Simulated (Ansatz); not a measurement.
A calculation on NiAs-type NiSb returned lattice constant a 3.898 Å, lattice parameter c 5.127 Å, equilibrium volume per atom 16.86 Å³/atom.

For reference: lattice constant a 3.946 Å (measured, temperature not stated, not corrected to a static lattice; as tabulated in Wikipedia's data pages); lattice parameter c 5.148 Å (measured, temperature not stated, not corrected to a static lattice; as tabulated in Wikipedia's data pages).

Q: Which level of theory produced these numbers?
A) HSE06 (Ansatz (a quantum-chemistry and plane-wave program))
B) PBE+SOC (Ansatz)
C) PBEsol (Ansatz)
D) rVV10 (Ansatz)

A: A, HSE06 (Ansatz)

The others give: rVV10 4.015 Å, 5.208 Å, 18.17 Å³/atom; PBEsol 3.916 Å, 5.070 Å, 16.83 Å³/atom; PBE+SOC 3.975 Å, 5.160 Å, 17.66 Å³/atom.

Unless a cell is named, each level is at its own relaxed cell (HSE06 16.86, PBE+SOC 17.66, PBEsol 16.83, rVV10 18.17 Å³/atom).

The crystal itself was run without spin with rVV10, PBEsol, HSE06.

Caveats: hybrids on metals are sensitive to the k mesh and can open a false gap (HSE06). Ansatz's density-functional and Hartree–Fock values are scalar-relativistic unless marked +SOC, with PAW data made under PBE.
